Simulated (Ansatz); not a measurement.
Structures of equal composition on the (110) surface of bcc W: p(2x2), one W adatom; one added row of W in 4. The slabs share one bottom face, and each structure is named by its start. These are constructed structures in small cells; real faces may alloy, dewet or reconstruct in larger ones, and not all known structures of the face are among them. Slabs of about 11 Å, Fermi-Dirac smearing of 0.1 eV. Bottom of the slabs: a bare face, its two planes held. Relaxed from the named starts with such symmetry as they have, on meshes of like density; energies extrapolated to zero smearing; spin only where a row says so; no spin-orbit coupling, no U. Brackets mark spin-polarised runs, whose order is one that fits the cell. The cells differ, so small differences also carry the error of unlike k-meshes.

These are PBE (plane waves to 420 eV, PAW; Ansatz, a first-principles code) values and carry that method's errors.

Problem. Order them by energy per 1x1 cell (lowest first) at the level PBE.

Solution. one added row of W in 4 (0.00 eV), p(2x2), one W adatom (0.11 eV)
